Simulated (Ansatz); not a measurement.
**CsPbCl3: isotropic strain +0.93 %**

Consider CsPbCl₃ in the cubic perovskite structure (space group Pm-3m, No. 221; a = 5.736 Å).

Modification: an isotropic linear strain of +0.93 %; the atoms relax in the strained cell.

Level of theory: PBE in Ansatz (plane waves to 420 eV, PAW, no spin-orbit coupling), earlier PAW set. Settings: 6×6×6 k-points, 0.05 eV Fermi–Dirac smearing.

- Volume per atom: 38.80 Å³ (base 37.74 Å³)
- Space group: Pm-3m (No. 221) (base Pm-3m (No. 221))
- Shortest interatomic distance: 2.894 Å (base 2.868 Å)
- Energy relative to the base (free energy F): +1.9 meV/atom
- Pressure: -0.57 GPa (base 0.00 GPa)
- Band gap: 2.31 eV (base 2.22 eV)
- Gap character: direct at R (base direct at R)
- Mean gap deformation potential ΔEg/Δln V: +3.4 eV
- Width of the top valence band: 1.85 eV (base 2.04 eV)
- Electron mass (degenerate bands, along [100]): 0.12, 0.98, 0.98 mₑ (at R) (base 0.12, 0.93, 0.93 mₑ (at R))
- Hole mass: 0.24 mₑ (at R) (base 0.22 mₑ (at R))
- Valley order (the lowest conduction-band minima on the path, energy above the VBM, named in the base's zone): R along ⟨111⟩ 2.31 eV; Γ 3.80 eV (base R along ⟨111⟩ 2.22 eV; Γ 3.68 eV)

With Pb present, leaving out spin-orbit coupling can change the band edges. Effective masses come from finite differences of ±0.01 Å⁻¹. Whether these cells are dynamically stable was not tested. Many cubic perovskites are stable only at high temperature; tilts and polar distortions were not tested. This is not the structure that CsPbCl3 has at room temperature and ambient pressure.

Ansatz is a program for electronic structure.
